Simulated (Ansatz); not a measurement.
Take CdSe in the wurtzite structure (space group P6_3mc, No. 186; a = 4.3828 Å, c = 7.1544 Å) as the base.

The values are results of PBE/PAW in Ansatz (a first-principles code), scalar-relativistic without spin-orbit coupling, not measurements.

One change was made to it. Results:

The valence-band top at Γ (three highest levels, from the VBM) becomes 0.00, 0.00, -0.09 eV (base: 0.00, 0.00, -0.04 eV); the c/a ratio goes up by 0.009 to 1.641; the density rises by 0.83 g/cm³ to 6.17 g/cm³; the band gap goes up by 0.30 eV to 0.84 eV.

Question: What was done to the base?
(A) pressure 22.5 GPa
(B) pressure 9 GPa
(C) pressure 4.5 GPa
(D) pressure 30 GPa

Answer: B, pressure 9 GPa. For comparison, the valence-band top at Γ in the other runs: pressure 4.5 GPa gives 0.00, 0.00, -0.06 eV; pressure 22.5 GPa gives 0.00, 0.00, -0.55 eV; pressure 30 GPa gives 0.00, 0.00, -1.03 eV.

Load acts through the strain it causes; cell and atoms are relaxed under it. Stability against distortions was not tested. Measured, CdSe leaves this structure (for rock salt) near 2.72 GPa (temperature not stated; as listed in Datta, Sujoy, Jana, Debnarayan, arXiv (2020)), on rising pressure, with hysteresis. A zero or small gap of CdSe under pressure 30 GPa can be the functional's error rather than a property of the material.
